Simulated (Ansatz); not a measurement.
Take GaN in the zinc blende structure (space group F-43m, No. 216; a = 4.455 Å) as the base. Axes: x, y, z lie along the cube axes.

Method: LDA (Ansatz, a program for electronic structure, PAW, no spin-orbit coupling).

For the base:

| Item | Result |
|---|---|
| Valley order | Γ 1.96 eV; X along ⟨100⟩ 3.27 eV |

Perturbation: biaxial strain −0.83 %, plane normal [111], relaxed out of plane (Cartesian); in-plane vectors clamped, the third vector and the atoms free.

What happens to the out-of-plane strain and valley order?

The out-of-plane strain is +0.39 %; the valley order (the lowest conduction-band minima on the path, energy above the VBM, named in the base's zone) changes from Γ 1.96 eV; X along ⟨100⟩ 3.27 eV to Γ 2.01 eV; X along [100] 3.24 eV.

The levels and masses belong to the bands next to the band gap. Whether these cells are dynamically stable was not tested. This is not the structure that GaN has at room temperature and ambient pressure.
